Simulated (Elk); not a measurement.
Elk run on ScBPt₃ (Pm-3m, 5 atoms in the cell): self-consistent single point.

Method of the run: PBEsol, spin-orbit coupling in second variation, all-electron FP-LAPW, Elk's shipped species files, APW+lo basis with extra local orbitals (Elk).

```yaml
crystal:
  lattice:
    - [4.27026, 0.00000, 0.00000]
    - [0.00000, 4.27026, 0.00000]
    - [0.00000, 0.00000, 4.27026]
  atoms:
    - { symbol: Sc, position: [0.00000, 0.00000, 0.00000] }
    - { symbol: B, position: [0.50000, 0.50000, 0.50000] }
    - { symbol: Pt, position: [0.00000, 0.50000, 0.50000] }
    - { symbol: Pt, position: [0.50000, 0.00000, 0.50000] }
    - { symbol: Pt, position: [0.50000, 0.50000, 0.00000] }
```

Reference input (self-consistent single point, DFT, PBEsol, all-electron FP-LAPW, Elk's shipped species files, APW+lo basis with extra local orbitals): xctype = 22; rgkmax = 7.5; stype = 0; swidth = 0.00183747 Ha; ngridk = 5 5 5; gmaxvr = 14 1/bohr; nxlo = 2; lorbcnd = true; rmtscf = 0.82; lmaxi = 2. This run's input differs from it in these lines:

```diff
@@ -5,2 +5,5 @@
   22
+
+spinorb
+  .true.
 
@@ -23,2 +26,5 @@
   2
+
+nempty
+  10
```

Output (repeated stretches shortened):

```
│ Self-consistent loop started │
│ Loop number : 1 │
 total energy                :     -56062.4437675
 total moment                :   0.1084082641E-22 -0.3496353030E-21 -0.7095416225E-22
│ Loop number : 2 │
 total energy                :     -56065.1527367
 total moment                :   0.2025045186E-21  0.3074231870E-21  0.2019810734E-21
RMS change in Kohn-Sham potential (target) :    1.947117718     (  0.1000000000E-05)
Absolute change in total energy (target)   :    2.708969209     (  0.1000000000E-03)
│ Loop number : 3 │
 total energy                :     -56061.4077627
   [... lines left out ...]
 total energy                :     -56113.2236024
 total moment                :  -0.2629736215E-22 -0.3164783893E-22 -0.5640336608E-22
RMS change in Kohn-Sham potential (target) :   0.3336351843E-06 (  0.1000000000E-05)
Absolute change in total energy (target)   :   0.2191443127E-03 (  0.1000000000E-03)
│ Loop number : 19 │
 total energy                :     -56113.2235177
 total moment                :  -0.2257876045E-21  0.1421947401E-21 -0.1752441632E-21
RMS change in Kohn-Sham potential (target) :   0.8536675315E-07 (  0.1000000000E-05)
Absolute change in total energy (target)   :   0.2994499664E-04 (  0.1000000000E-03)
Convergence targets achieved

│ Loop number : 20 │

Energies :
 Fermi                       :     0.409654827816
 xc effective B-field        :    -0.113309912194E-07
 external B-field            :      0.00000000000
 total energy                :     -56113.2235313
 (external B-field energy excluded from total)

Density of states at Fermi energy :    118.6455819
 (states/Hartree/unit cell)

Estimated indirect band gap :   0.6351656602E-02
 from k-point      8 to k-point      7
Estimated direct band gap   :   0.1248838233E-01
 at k-point      8

Charges :
 core                        :    156.0000000
 valence                     :    104.0000000
 interstitial                :    11.16080906
 muffin-tins (core leakage)
  species :    1 (Sc)
   atom    1                 :    18.26464656     (  0.3273802296E-06)
  species :    2 (B)
   [... lines left out ...]
   atom    2                 :  -0.5602384549E-22 -0.9114359856E-22  0.1583353062E-23
   atom    3                 :   0.5602384549E-22 -0.1583353062E-23  0.9114359856E-22
 total in muffin-tins        :   0.1178865561E-21 -0.3074836301E-22  0.8678612588E-22
 total moment                :   0.1234582905E-21 -0.1354069886E-23  0.4493188637E-22

│ Self-consistent loop stopped │
```

The run converged in 20 iterations. The count includes the last loop, which Elk runs after its targets are met. 

The starting cell comes from a database of computed structures (which also holds hypothetical and non-ambient phases and stackings), without a prior relaxation at this level. Its lattice was rescaled by a random factor within 2.5 % of one. Values depend on the basis (sphere radii, cutoffs, local orbitals), which need not be converged. The log's line on a gap gives a spacing of levels on this mesh, which the program prints for metals too.

Cost on one core of a shared machine: roughly 2 min.
